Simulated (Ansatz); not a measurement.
For YAu₂ (I4/mmm, No. 139; structure not from a measured cell), LDA (PAW; Ansatz, a quantum-chemistry and plane-wave program) gives:

- lattice constant a = 3.646 Å
- c axis length = 8.859 Å

What does r²SCAN (PAW; Ansatz) give for the same quantities?


- lattice constant a: 3.726 Å (goes up by 2.2 %)
- lattice parameter c: 9.020 Å (grows by 1.8 %)

Changes are worked out from the printed values.

Unless a cell is named, each level is at its own relaxed cell (LDA 19.63, r²SCAN 20.87 Å³/atom).

Levels without +SOC leave out spin–orbit coupling, which shifts energies and cells of such heavy elements.

Caveats: the relaxation could not lower the start's symmetry, so the cell can be a saddle point above a distorted one (LDA, r²SCAN). Ansatz's density-functional and Hartree–Fock values are scalar-relativistic unless marked +SOC, with PAW data made under PBE.
